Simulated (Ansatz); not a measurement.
Band structure of LaAg₂ (C2/m, 6 atoms in the cell).

```yaml
crystal:
  lattice:
    - [4.69844, -3.66054, 0.00000]
    - [4.69844, 3.66054, 0.00000]
    - [-2.43179, 0.00000, 4.12534]
  atoms:
    - { symbol: La, position: [0.28521, 0.28521, 0.03474] }
    - { symbol: La, position: [0.71479, 0.71479, 0.96526] }
    - { symbol: Ag, position: [0.12202, 0.70956, 0.66589] }
    - { symbol: Ag, position: [0.87798, 0.29044, 0.33411] }
    - { symbol: Ag, position: [0.29044, 0.87798, 0.33411] }
    - { symbol: Ag, position: [0.70956, 0.12202, 0.66589] }
```

Method: PBEsol, PAW files made with PBE (plane waves; Ansatz, a first-principles code).

Settings: kpoints.mp_grid.grid = 3 3 4; hamiltonian.xc = pbesol; hamiltonian.pseudopotentials = {kind: paw} (an earlier, softer set of the program's PAW files); scf.occupations.method = gaussian; scf.occupations.width = 0.1 eV; kpoints.band_path.npoints = 8.

The starting cell comes from a database of computed structures (which also holds hypothetical and non-ambient phases and stackings), without a prior relaxation at this level. Its lattice was rescaled by a random factor within 2.5 % of one.

Levels in eV from the Fermi level, bands 46 to 53:
```json
[
 {"point": "Γ", "46": "-2.41", "47": "-0.64", "48": "-0.49", "49": "-0.40", "50": "-0.31", "51": "-0.08", "52": "0.10", "53": "0.92"},
 {"point": "Y", "46": "-2.47", "47": "-1.53", "48": "-1.15", "49": "-0.41", "50": "0.19", "51": "0.34", "52": "0.56", "53": "0.86"},
 {"point": "F", "46": "-2.48", "47": "-2.08", "48": "-1.50", "49": "-0.17", "50": "0.08", "51": "0.30", "52": "0.75", "53": "1.40"},
 {"point": "H", "46": "-2.40", "47": "-0.97", "48": "-0.42", "49": "-0.34", "50": "-0.12", "51": "-0.04", "52": "0.12", "53": "0.83"},
 {"point": "Z", "46": "-2.56", "47": "-2.50", "48": "-0.40", "49": "-0.32", "50": "-0.30", "51": "0.24", "52": "0.71", "53": "0.74"},
 {"point": "I", "46": "-2.56", "47": "-2.50", "48": "-0.38", "49": "-0.33", "50": "-0.30", "51": "0.24", "52": "0.70", "53": "0.73"},
 {"point": "F1", "46": "-2.48", "47": "-2.08", "48": "-1.50", "49": "-0.17", "50": "0.08", "51": "0.30", "52": "0.75", "53": "1.40"}
]
```

Bands cross the Fermi level along this path, so the cell is metallic at this level.

Keys are those of Ansatz 0.2.
